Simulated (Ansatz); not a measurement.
System: LuF3 (P-3m1, No. 164, 4 atoms in the cell; start mp-1207204). Method: PBEsol (Ansatz, a quantum-chemistry and plane-wave program, PAW).

Numerical settings: plane-wave cutoff 520 eV, 12×12×8 k mesh (along the axes of the cell as run), Fermi–Dirac smearing 0.01 eV, scalar-relativistic PAW data made under PBE.

Cell (relaxed with PBEsol):

```xyz
4
Lattice="3.8616 0.0000 0.0000 -1.9308 3.3442 0.0000 0.0000 0.0000 4.2605" Properties=species:S:1:pos:R:3 pbc="T T T"
Lu     0.0000     0.0000     2.1303
F      0.0000     2.2295     2.5915
F      1.9308     1.1147     1.6690
F      0.0000     0.0000     0.0000
```

**Question.** Give the computed band gap and smallest direct gap on the k points sampled.

**Answer.** 
- band gap: 6.63 eV
- smallest direct gap on the k points sampled: 6.82 eV

Spin–orbit coupling is not included.

Static lattice: no zero-point or thermal effects.

A start named mp-… is a Materials Project structure, which need not be a measured phase.
